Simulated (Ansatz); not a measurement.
An Ansatz (a quantum-chemistry and plane-wave program) run: a single point on ZnS with a change (uniaxial strain ε_zz = +2.92 %), its geometry relaxed with PBEsol; HSE06 (Ansatz; PAW; 420 eV plane waves; without spin-orbit coupling).

Input:

Ansatz 0.2 input:
```yaml
crystal:
  lattice:
    - [1.8918835633, 1.0922794845, 9.5714700713]
    - [-1.8918835633, 1.0922794845, 9.5714700713]
    - [0, -2.1845589691, 9.5714700713]
  atoms:
    - { symbol: Zn, position: [-0.000503489, -0.000503489, -0.000503489] }
    - { symbol: Zn, position: [0.7771994657, 0.7771994657, 0.7771994657] }
    - { symbol: Zn, position: [0.5549441931, 0.5549441931, 0.5549441931] }
    - { symbol: S, position: [0.9172266624, 0.9172266624, 0.9172266624] }
    - { symbol: S, position: [0.4727016487, 0.4727016487, 0.4727016487] }
    - { symbol: S, position: [0.6950885189, 0.6950885189, 0.6950885189] }
basis: { ecutwfc: 420, ecutrho_ratio: 4, xc_grid: 2, fft_grid_basis: typed }
kpoints: { mp_grid: { grid: [6, 6, 6] } }
hamiltonian:
  xc: hse06
  dispersion: none
  pseudopotentials: { kind: paw }
scf: { occupations: { method: fermi_dirac, width: 0.01 } }
output: { eigenvalues: true, eigenstates: { kpoints: [[0, 0, 0], [-0.5, 0, -0.5], [0, 0, -0.5]] } }
```

Output (explanatory and most iteration lines left out):

```
Pseudopotential: Zn, paw, valence charge 12
Pseudopotential: S, paw, valence charge 6
Crystal: 6 atoms, lattice volume = 118.675 Å³
Basis set: ecut = 420 eV, 2341 PW (Γ), exchange–correlation on 144×144×144 points (8 copies of the dense FFT grid, shifted against one another)
Bands: 33, of which v1, the nominal top of the filled ones, is band 27 counted from 1 (26 counted from 0)
Symmetry: 6 space group operations
Space group: R3m (ITA 160), of the structure as read, at distance tolerance 4.9e-5 Å
k-points: 32 of 216 (time reversal used)
Functional: x = pbe(κ = 0.804, μ = 0.2195149727645171), c = pbe(β = 0.06672455060314922), warm-up for x = pbe(κ = 0.804, μ = 0.2195149727645171) + 0.25 (exact …
SCF iter   1: F=—  HF=-12668.158149 eV  |F-HF|=—  |Δ(HF+E_count)|=         —  Δρ=1.71e-3  dr2=3.63e-3  ethr=1.77e-3  ⟨swp⟩=14.3  Hψ=5494  notcnv=2
SCF iter   2: F=—  HF=-12668.157986 eV  |F-HF|=—  |Δ(HF+E_count)|=   1.63e-4  Δρ=1.42e-3  dr2=1.90e-3  ethr=6.72e-6  ⟨swp⟩=6.1  Hψ=4237  notcnv=0  defer=27
SCF 1 stopped early in 3 iterations: F = -12668.157373 eV  dr2 = 4.80e-5
Crystal: 6 atoms, lattice volume = 118.675 Å³
Functional: x = pbe(κ = 0.804, μ = 0.2195149727645171) + 0.25 (exact − pbe) at short range (hse, ω = 0.20786987370883472 Å⁻¹), c = pbe(β = 0.06672455060314922); HSE06 as pw.x's `hse` composes it (authors' and Libxc's form: `xc: wpbeh`)
SCF iter   1: F=—  HF=-12670.250003 eV  |F-HF|=—  |Δ(HF+E_count)|=         —  Δρ=2.16e-2  dr2=2.89e-1  ethr=8.89e-7  ⟨swp⟩=9.8  Hψ=6420  notcnv=0
SCF iter   2: F=—  HF=-12670.169413 eV  |F-HF|=—  |Δ(HF+E_count)|=   8.06e-2  Δρ=3.35e-3  dr2=1.94e-2  ethr=8.89e-7  ⟨swp⟩=6.0  Hψ=5133  notcnv=0
SCF 2 stopped early in 6 iterations: F = -12670.181293 eV  dr2 = 6.48e-6
Crystal: 6 atoms, lattice volume = 118.675 Å³
SCF iter   1: F=—  HF=-12670.179521 eV  |F-HF|=—  |Δ(HF+E_count)|=         —  Δρ=9.44e-5  dr2=9.16e-6  ethr=1.13e-6  ⟨swp⟩=5.8  Hψ=2448  notcnv=0
SCF iter   2: F=—  HF=-12670.179520 eV  |F-HF|=—  |Δ(HF+E_count)|=   4.79e-7  Δρ=2.36e-5  dr2=1.40e-6  ethr=1.39e-8  ⟨swp⟩=4.0  Hψ=2939  notcnv=0
SCF 3 converged in 4 iterations: F = -12670.179523 eV  dr2 = 4.83e-8
Free energy (F): -12670.179523 eV
Internal energy: -12670.179523 eV  (E = F + TS)
E sigma→0 (E₀):  -12670.179523 eV
Fermi energy:    6.729779 eV
```

Single points use the geometry relaxed with PBEsol. Stability against distortions was not tested. The cell was made from ZnS (space group R3m, No. 160) by this change: uniaxial strain ε_zz = +2.92 %. This is not the structure that ZnS has at room temperature and ambient pressure.
